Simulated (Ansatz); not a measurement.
Consider InAgTe2 in the chalcopyrite structure (space group I-42d, No. 122; a = 6.432 Å, c = 12.766 Å). Axes: x, y, z lie along a, b, c of the conventional cell.

All numbers come from PBEsol (Ansatz, a first-principles code, PAW, without spin-orbit coupling).

Modification: the cell is stretched by 0.75 % along x with no lateral relaxation, atoms relaxed at fixed cell.

Problem. How does this affect the stress?

Solution. The stress (xx, yy, zz, yz, xz, xy; compression positive) is (-0.42, -0.29, -0.28, 0.00, 0.00, 0.00) GPa.

The cells carry an imposed strain or load. Stability against distortions was not tested.
